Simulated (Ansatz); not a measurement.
The starting structures come from a database of crystals and need not be the phases stable at ambient conditions.

By PBEsol, the system below comes out a metal.

Without scattering a metal conducts by its projected Fermi surface.

```xyz
6
Lattice="4.9231 0.0000 0.0000 0.0000 4.9231 0.0000 2.4616 -2.4616 3.4812" Properties=species:S:1:pos:R:3 pbc="T T T"
Mg     0.0000     0.0000     0.0000
Mg     4.9231     2.4616     1.7406
Cu     3.6923     0.0000     2.6109
Cu     2.4616     3.6923     0.8703
Cu     6.1539     0.0000     2.6109
Cu     2.4616     1.2308     0.8703
```

The cell is taken as given; by PBEsol it stands under a pressure of -1.2 GPa.

The current flows along the normal of the first two printed cell vectors, the (001) plane of the conventional cell. No spin-orbit coupling; the value is a mean over 0.1 eV about the Fermi level.

**Question.** Estimate the ballistic conductance per area that PBEsol run with Ansatz (a first-principles code) returns for this system.

**Answer.** 0.92 × 10¹⁵ S/m² for both spins.
